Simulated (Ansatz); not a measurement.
Consider CuI in the zinc blende structure (space group F-43m, No. 216; a = 5.9393 Å).

It is then changed as follows: cell and atoms relaxed at a pressure of 0.9 GPa.

Levels (all Ansatz, a quantum-chemistry and plane-wave program, PAW): PBEsol (420 eV, no spin-orbit coupling); r2SCAN (500 eV, no SOC); HSE06 (420 eV, spin-orbit coupling left out).

At the geometry relaxed with PBEsol, these levels gave the following band gaps, in shuffled order: (a) 2.80 eV, (b) 1.22 eV, (c) 1.85 eV.

Problem. Match each gap to its level.

Solution. (a) HSE06; (b) PBEsol; (c) r2SCAN.

Single points use the geometry relaxed with PBEsol. With I present, leaving out spin-orbit coupling can change the band edges. Load acts through the strain it causes; cell and atoms are relaxed under it. Stability against distortions was not tested. All final runs are without spin polarisation.
